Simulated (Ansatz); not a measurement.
**What uniaxial strain ε_zz = +0.50 % does to Al2Pt**

Start from Al2Pt (space group Fm-3m, No. 225; a = 5.897 Å; relaxed with 0.1 eV smearing). Axes: x, y, z lie along the cube axes.

Now apply this change: uniaxial strain ε_zz = +0.50 %, all other strain components held at zero, atoms relaxed at fixed cell.

Calculations: Ansatz (an electronic-structure program) PBEsol, without spin-orbit coupling. Settings: 17×17×17 k-points, 0.1 eV Fermi–Dirac smearing.

| quantity | base | changed | shift |
|---|---|---|---|
| volume per atom | 17.09 Å³ | 17.17 Å³ | +0.085 Å³ |
| space group | Fm-3m (No. 225) | I4/mmm (No. 139) | – |
| shortest interatomic distance | 2.553 Å | 2.558 Å | +0.0043 Å |
| energy relative to the base (free energy F) | 0 meV/atom | +0.2 meV/atom | +0.2 meV/atom |
| pressure (mean of the normal stresses, compression positive) | 0.0 GPa | -0.7 GPa | -0.7 GPa |
| band gap | zero | zero | – |
| stress (xx, yy, zz, yz, xz, xy; compression positive) | – | (-0.6, -0.6, -0.9, 0.0, 0.0, 0.0) GPa | – |

Final structure:

```yaml
crystal:
  lattice:
    - [0.00000, 2.94835, 2.96310]
    - [2.94835, 0.00000, 2.96310]
    - [2.94835, 2.94835, 0.00000]
  atoms:
    - { symbol: Al, position: [0.25000, 0.25000, 0.25000] }
    - { symbol: Al, position: [0.75000, 0.75000, 0.75000] }
    - { symbol: Pt, position: [0.00000, 0.00000, 0.00000] }
```

Stability against distortions was not tested. The final runs are not spin-polarised.
